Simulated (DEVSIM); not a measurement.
Structure: W/SiO2/p-GaAs capacitor, at 300 K.

Layer 1 from the left is SiO2, thickness (nm) 11.0. Layer 2 from the left is GaAs, thickness (nm) 570, Na (cm⁻³) 1.3e18.

Metal gate on the left, work function 4.6 eV. Fixed charge at the semiconductor interface 0 cm⁻² (in units of +e); no interface traps.

Constants are typed, rounded textbook-type inputs, not results; the design itself was drawn at random and stands for no fabricated device. Values at 300 K.

SiO2: gap (eV) 9, affinity (eV) 0.9, permittivity 3.9. GaAs: gap (eV) 1.424, affinity (eV) 4.07, permittivity 12.9, Nc (cm⁻³) 4.7e17, Nv (cm⁻³) 9e18.

DEVSIM, 1D Poisson equation in equilibrium, Boltzmann statistics, complete ionisation; no quantum confinement or tunnelling. Metal contacts follow the ideal Schottky-Mott rule: no Fermi-level pinning, no interface dipoles.

What does the simulation give for the flat-band voltage, the minimum of the low-frequency capacitance?

flat-band voltage -0.84 V; minimum of the low-frequency capacitance 0.159 μF/cm².
